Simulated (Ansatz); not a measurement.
Take HgTe in the zinc blende structure (space group F-43m, No. 216; a = 6.510 Å) as the base. Axes: x, y, z lie along the cube axes.

Method: PBEsol in Ansatz (plane waves to 420 eV, PAW, without spin-orbit coupling).

Strains are applied to the cell and any free atomic positions relax.

One change was made to it. Results:

The energy goes up by 0.5 meV/atom; the pressure goes from zero to -0.5 GPa.

Task: Which change produced these results?
A) isotropic strain −5.31 %
B) isotropic strain +5.69 %
C) uniaxial strain ε_xx = +5.66 %
D) isotropic strain +0.37 %

Result: D, isotropic strain +0.37 %. For comparison, the energy relative to the base in the other runs: uniaxial strain ε_xx = +5.66 % gives +17 meV/atom; isotropic strain +5.69 % gives +105 meV/atom; isotropic strain −5.31 % gives +144 meV/atom.

The mesh was chosen for an insulator and is coarse for the gapless case. Stability against distortions was not tested. The final runs are not spin-polarised.

Ansatz is a first-principles code.
